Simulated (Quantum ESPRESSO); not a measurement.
**Predicting one run from its neighbours: the energy against the cutoff, HfC (I4mm, 2 atoms in the cell)**

```
CELL_PARAMETERS angstrom
      0.00000     2.33160     2.33160
      2.33160     0.00000     2.33160
      2.33160     2.33160     0.00000
ATOMIC_POSITIONS crystal
  Hf 0.01072 0.01072 0.98928
  C  0.50000 0.50000 0.50000
```

Method: LDA (PW92), PseudoDojo standard norm-conserving (LDA) pseudopotentials (plane waves; Quantum ESPRESSO).

Base settings: ecutwfc = 85 Ry; occupations = smearing; smearing = fd; degauss = 0.0073499 Ry; potentials = {Hf: Hf.upf, C: C.upf}; K_POINTS = automatic 5 5 5 0 0 0; conv_thr = 1e-10 Ry.

The last step of the ladder, which sets the zero, is ecutwfc = 204 Ry.

The starting cell has typed, rounded lattice constants, without a prior relaxation at this level. Its lattice was rescaled by up to half a per cent. One atom was moved a little off its site on purpose. Without a gap this mesh is coarse (it stands for a supercell whose shortest vector is 16 Å).

An empirical form for the window shown: the miss falls exponentially with the largest wave vector, which goes as √cutoff: ln(ΔF) = a + b·√cutoff.

| ecutwfc | √cutoff (√Ry) | F less the last step's (meV/atom) | ln of it |
|---|---|---|---|
| 38 Ry | 6.164 | 469.27 | 6.151 |
| 42 Ry | 6.481 | ? | ? |
| 47 Ry | 6.856 | 142.06 | 4.956 |
| 51 Ry | 7.141 | 81.45 | 4.400 |
| 59 Ry | 7.681 | 27.28 | 3.306 |

Question: Fit the line to the 4 rows given and predict the withheld one.

Answer: Means: x̄ = 6.9605, ȳ = 4.7032. Σ(x − x̄)(y − ȳ) = -2.241 and Σ(x − x̄)² = 1.197, so b = -1.872 and a = ȳ − b·x̄ = 17.733; ΔF halves for each 0.37 in √cutoff. The largest residual of the fitted rows is 0.057. At x = 6.481 the line gives 5.601, that is 271 meV/atom. The run gave 275.85 meV/atom, a miss of 4.85 meV/atom (2 %). The table is a window of a longer ladder. The rows were chosen because the form fits them, the withheld one included, so this shows the method and is no test of the form.

Left out of this page: 10 runs of the series outside the window shown, repeating another row's setting, or not comparable.
